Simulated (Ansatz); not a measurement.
The starting structures come from a database of crystals and need not be the phases stable at ambient conditions.

Given:

```yaml
crystal:
  lattice:
    - [5.27178, 0.00000, 0.00000]
    - [0.00000, 14.09964, 0.00000]
    - [2.63589, 4.69988, 1.52183]
  atoms:
    - { symbol: Mg, position: [0.00000, 0.64350, 0.00000] }
    - { symbol: Mg, position: [0.00000, 0.35650, 0.00000] }
    - { symbol: Sn, position: [0.00000, 0.85246, 0.00000] }
    - { symbol: Sn, position: [0.00000, 0.14754, 0.00000] }
    - { symbol: O, position: [0.70747, 0.95113, 0.89321] }
    - { symbol: O, position: [0.29253, 0.04887, 0.10679] }
    - { symbol: O, position: [0.60068, 0.55181, 0.09117] }
    - { symbol: O, position: [0.39932, 0.44819, 0.90883] }
    - { symbol: O, position: [0.69185, 0.24366, 0.01562] }
    - { symbol: O, position: [0.30815, 0.75634, 0.98438] }
```

Space group of this cell: R-3. The cell is taken as given; by PBEsol its mean pressure is 0.7 GPa.

Transport runs along the normal of the first two printed cell vectors, the (100) plane of the conventional cell.

The gap is the functional's own, uncorrected, and κ follows it; spin-orbit coupling is left out. Mid-gap values are interpolated between the computed energies.

Estimate the band gap and the smallest decay constant κ at mid-gap that PBEsol (Ansatz, a quantum-chemistry and plane-wave program) returns for this system.

Gap 2.78 eV on a 20×20×20 mesh; κ = 0.239 1/Å, at the zone centre.
